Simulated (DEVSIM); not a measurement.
System: illuminated Si n-on-p cell, one wavelength, with a back-surface field, at 300 K.

Layer 1 from the left is Si, thickness (μm) 0.270, Nd (cm⁻³) 2e18, τn (s) 5.9e-7, τp (s) 9.2e-8, absorption coefficient (cm⁻¹) 9600. Layer 2 from the left is Si, thickness (μm) 65.0, Na (cm⁻³) 4.7e15, τn (s) 6.6e-6, τp (s) 6.6e-6, absorption coefficient (cm⁻¹) 9600. Layer 3 from the left is Si, thickness (μm) 0.240, Na (cm⁻³) 8.3e18, τn (s) 6.6e-6, τp (s) 6.6e-6, absorption coefficient (cm⁻¹) 9600.

Left contact: ohmic, minority hole recombination velocity 50 cm/s. Right contact: ohmic, minority electron recombination velocity 30 cm/s. Voltage is applied to the left contact. Recombination: SRH at mid-gap, radiative, Auger. Light enters at the left, 2.1e16 photons cm⁻² s⁻¹, one pass, no reflection. Mobility is constant in doping.

This is a model device: material constants are rounded textbook-type values typed into the input, and sizes, dopings and lifetimes were drawn at random. Values at 300 K.

Si: gap (eV) 1.124, affinity (eV) 4.05, permittivity 11.7, Nc (cm⁻³) 2.86e19, Nv (cm⁻³) 3.1e19, μn (cm²/Vs) 1417, μp (cm²/Vs) 470, B (cm³/s) 4.7e-15, Cn (cm⁶/s) 2.8e-31, Cp (cm⁶/s) 9.9e-32.

Model (solved in DEVSIM): 1D drift-diffusion, Boltzmann statistics, complete ionisation; no tunnelling, impact ionisation, image-force lowering or self-heating.

Dark forward current:

```tsv
|V| (V)	|J| (A/cm²)
0.05	9.860e-10
0.10	3.607e-9
0.15	1.143e-8
0.20	3.761e-8
0.25	1.412e-7
0.30	6.399e-7
0.35	3.474e-6
0.40	2.131e-5
0.45	0.0001395
0.50	0.0009398
0.55	0.006333
0.60	0.03965
0.65	0.1852
0.70	0.5892
0.75	1.613
0.80	4.369
0.85	12.76
0.90	49.58
0.95	287.3
1.00	1410
1.05	4264
```

### Question
Work out the local ideality factor n = ΔV / (kT/q · ln(J2/J1)) between the rows 0.15 and 0.20 V, 0.50 and 0.55 V, 1.00 and 1.05 V.

### Answer
kT/q = 25.85 mV. From 0.15 to 0.20 V: ln(3.761e-8/1.143e-8) = 1.191, n = 1.62. From 0.50 to 0.55 V: ln(0.006333/0.0009398) = 1.908, n = 1.01, near the 1 of diffusion or emission over a barrier. From 1.00 to 1.05 V: ln(4264/1410) = 1.107, n = 1.75.

### Question
What current could the absorbed light give at most, and what share is collected?

### Answer
Σ αd = 62.9, so qΦ(1 − exp(−Σ αd)) = 3.36 mA/cm². The simulated short-circuit current is 3.359 mA/cm², a share of 1.00.

### Question
Estimate the open-circuit voltage by superposition: the voltage at which the dark current equals that short-circuit current.

### Answer
Interpolating ln J in the table gives 0.533 V. The simulation gives 0.533 V, the same within the digits that matter. Superposition holds where collection doesn't change with voltage.

### Question
Estimate the fill factor from FF0 = (v − ln(v + 0.72))/(v + 1), v = qVoc/(nkT), with n from the dark curve.

### Answer
The rows about Voc, 0.50 and 0.55 V, give n = 1.01, so v = 20.3 and FF0 = 0.810. The simulation gives 0.811, the same within the digits that matter.
